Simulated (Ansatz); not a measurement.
CaS: energy against strain

CaS (rock salt, Fm-3m, 22.345 Å³/atom at rest, cube axes along x, y and z) under a strain ε along a cube axis (axis z), the other axes held. PBEsol in Ansatz, a plane-wave DFT program (PAW, default set), 420 eV, 10×10×10 Γ-centred mesh, Fermi-Dirac smearing 0.05 eV; ions are relaxed within the symmetry of each cell.

Here s stands for strain and y for E less E0.

```
strain (%)  E less E0 (meV/atom)
----------  --------------------
-1.50                       2.31
-1.00                       1.00
-0.50                       0.24
0.00                        0.00
0.50                        0.24
1.00                        0.93
1.50                        2.05
3.00                           ?
```

Taking a parabola for y over the 7 complete rows: Least squares gives y = -0.002 - 0.0657·s + 0.9695·s². Residuals (row less fit): 0.032, -0.033, -0.033, 0.002, 0.032, 0.028, -0.031; standard error 0.039 (degrees of freedom: 4). Twice the quadratic coefficient over the volume, 2 × 0.9695 meV × 10⁴ × 0.1602 / 22.345 Å³, is the elastic constant C11 = 139 ± 2 GPa.

### Question
Predict the withheld y at s = 3.00 from the fit, and compare with the calculation.

### Answer
y = -0.002 - 0.0657 × 3.0 + 0.9695 × 3.0² = 8.526 meV/atom. The calculation gives 7.69 meV/atom, 0.836 meV/atom below the prediction (10.9 % of the range of y in the table). The row lies outside the fitted rows, so this is an extrapolation. From the scatter of the fitted rows alone, a prediction at this place has a standard error of 0.149 meV/atom, so the miss is 5.6 times that.

One order more, fitted to all 13 runs of the series, follows each within 0.01, so the miss is the next term of a smooth law. Rows are the converged runs of the series near zero and its far end; series whose fitted rows scatter by over a few per cent of the range, as at a crossing or softening among them, aren't shown in this form. Most that stay on the fit to the last digits aren't either.
